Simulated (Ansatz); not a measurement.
WSi₂ (space group P6_222, No. 180; a cell from a computed database, its experimental status unchecked)

```
WSi2
1.0
    4.57585     0.00000     0.00000
   -2.28792     3.96280     0.00000
    0.00000     0.00000     6.60345
Si W
6 3
Direct
  0.83619   0.67239   0.50000
  0.16381   0.83619   0.83333
  0.32761   0.16381   0.16667
  0.16381   0.32761   0.50000
  0.83619   0.16381   0.83333
  0.67239   0.83619   0.16667
  0.00000   0.50000   0.16667
  0.50000   0.00000   0.50000
  0.50000   0.50000   0.83333
```

Method: PBEsol (Ansatz, an electronic-structure program), without spin-orbit coupling. k-mesh 8×8×5 (Γ-centred); smearing 0.05 eV (Fermi–Dirac).

| Quantity | Result |
|---|---|
| Volume per atom | 13.30 Å³ |
| Density | 9.99 g/cm³ |
| Band gap | zero |
| Total energy | -3833.565 eV/atom (σ→0; compares only within this code and set-up) |

Spin-orbit coupling, missing from the scalar runs, can matter with W. Whether these cells are dynamically stable was not tested. The final runs are not spin-polarised. A zero or small gap of WSi2 can be the functional's error rather than a property of the material.
